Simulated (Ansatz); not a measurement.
System: LiTaO₃ (model structure, P4mm, No. 99, 5 atoms in the cell). Method: PBEsol (plane waves, PAW; Ansatz, a program for electronic structure).

Numerical settings: plane-wave cutoff 520 eV, 10×10×8 k mesh (along the axes of the cell as run), Fermi–Dirac smearing 0.01 eV, scalar-relativistic PAW data made under PBE.

Cell (relaxed with PBEsol):

```yaml
crystal:
  lattice:
    - [3.91964, 0.00000, 0.00000]
    - [0.00000, 3.91964, 0.00000]
    - [0.00000, 0.00000, 4.00302]
  atoms:
    - { symbol: Ta, position: [0.50000, 0.50000, 0.40923] }
    - { symbol: Li, position: [0.00000, 0.00000, 0.15092] }
    - { symbol: O, position: [0.50000, 0.50000, 0.86631] }
    - { symbol: O, position: [0.50000, 0.00000, 0.33977] }
    - { symbol: O, position: [0.00000, 0.50000, 0.33977] }
```

Task: Estimate the band gap and smallest direct gap on the k points sampled that the calculation returns.

Result: 
- band gap: 2.21 eV
- smallest direct gap on the k points sampled: 3.10 eV

Note: the relaxation could raise the start's symmetry but not lower it, so the cell can be a saddle point.

Spin–orbit coupling is not included.

A model structure was made by putting elements into a prototype or built by hand; it is no filed structure, need not be a known phase, and can be a saddle point held by its symmetry.
